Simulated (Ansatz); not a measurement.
# Pressure series in AlRu

The reference is AlRu in the CsCl type structure (space group Pm-3m, No. 221; a = 2.9825 Å).

Cell and atoms are relaxed at each pressure.

Method: r2SCAN/PAW in Ansatz (a first-principles code), without spin-orbit coupling.

```json
[
 {"variant": "base", "density": "8.01 g/cm³", "shortest interatomic distance": "2.583 Å"},
 {"variant": "pressure −2 GPa", "density": "7.94 g/cm³", "shortest interatomic distance": "2.591 Å"},
 {"variant": "pressure −1 GPa", "density": "7.98 g/cm³", "shortest interatomic distance": "2.587 Å"},
 {"variant": "pressure 0.3 GPa", "density": "8.03 g/cm³", "shortest interatomic distance": "2.582 Å"},
 {"variant": "pressure 0.7 GPa", "density": "8.04 g/cm³", "shortest interatomic distance": "2.580 Å"},
 {"variant": "pressure 1.5 GPa", "density": "8.07 g/cm³", "shortest interatomic distance": "2.577 Å"},
 {"variant": "pressure 3 GPa", "density": "8.12 g/cm³", "shortest interatomic distance": "2.572 Å"},
 {"variant": "pressure 5 GPa", "density": "8.19 g/cm³", "shortest interatomic distance": "2.564 Å"},
 {"variant": "pressure 7.5 GPa", "density": "8.27 g/cm³", "shortest interatomic distance": "2.556 Å"},
 {"variant": "pressure 10 GPa", "density": "8.35 g/cm³", "shortest interatomic distance": "2.548 Å"}
]
```

Load acts through the strain it causes; cell and atoms are relaxed under it. No phonon test of stability was made. No other phases were tried under pressure. The final runs are not spin-polarised.
